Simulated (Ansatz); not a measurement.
Start from BaTiO$_{3}$ in the cubic perovskite structure (space group Pm-3m, No. 221; a = 3.935 Å). Axes: x, y, z lie along the cube axes.

Calculations: Ansatz (a program for electronic structure), LDA, PAW, cutoff 420 eV, scalar-relativistic without spin-orbit coupling.

Base values:

| Item | Value |
|---|---|
| Volume per atom | 12.18 Å³ |
| Band gap | 1.83 eV |

One thing is altered: compressive biaxial strain of 2.50 % in the plane normal to [111], as in epitaxy on a mismatched substrate; the out-of-plane cell vector and the atoms relax.

Question: What does the calculation give for the volume per atom after the change?

Answer: The volume per atom falls by 0.42 Å³, from 12.18 Å³ to 11.76 Å³.

Question: What happens to the band gap?

Answer: The band gap shrinks by 0.11 eV to 1.72 eV.

Question: How does this affect the in-plane stress?

Answer: The mean in-plane stress (compression positive) is +11.4 GPa.

No phonon test of stability was made. The final runs are not spin-polarised. Many cubic perovskites are stable only at high temperature; tilts and polar distortions were not tested. This is not the structure that BaTiO3 has at room temperature and ambient pressure.
